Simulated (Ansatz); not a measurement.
## Pressure series in hypothetical fluorite MoS2

Base system: MoS2 in the fluorite structure (space group Fm-3m, No. 225; ferromagnetic; a hypothetical phase, not in the database extracts checked).

```yaml
crystal:
  lattice:
    - [0.00000, 2.92635, 2.92635]
    - [2.92635, 0.00000, 2.92635]
    - [2.92635, 2.92635, 0.00000]
  atoms:
    - { symbol: Mo, position: [0.00000, 0.00000, 0.00000] }
    - { symbol: S, position: [0.25000, 0.25000, 0.25000] }
    - { symbol: S, position: [0.75000, 0.75000, 0.75000] }
```

Cell and atoms are relaxed at each pressure.

Computed with Kohn–Sham DFT with the PBEsol functional, run in Ansatz (a first-principles code) with PAW and 420 eV plane waves, without spin-orbit coupling.

Notes on the quantities. enthalpy: H = E + PV relative to the base's energy.

```tsv
case	largest site moment	lattice parameter a	enthalpy
base	1.16 μB	5.853 Å	–
pressure −2 GPa	1.23 μB	5.886 Å	-0.21 eV/atom
pressure −1 GPa	1.20 μB	5.869 Å	-0.10 eV/atom
pressure 0.3 GPa	1.15 μB	5.848 Å	+0.03 eV/atom
pressure 0.7 GPa	1.14 μB	5.841 Å	+0.07 eV/atom
pressure 1.5 GPa	1.11 μB	5.828 Å	+0.16 eV/atom
pressure 3 GPa	1.04 μB	5.805 Å	+0.31 eV/atom
pressure 5 GPa	0.95 μB	5.774 Å	+0.51 eV/atom
pressure 7.5 GPa	0.83 μB	5.738 Å	+0.76 eV/atom
pressure 10 GPa	0.69 μB	5.705 Å	+1.00 eV/atom
```

The magnetic state is the one reached from the starting moments; the real material's order can differ, and small cells can't hold many antiferromagnetic ones. Load acts through the strain it causes; cell and atoms are relaxed under it. No phonon test of stability was made. Competing high-pressure phases were not computed.
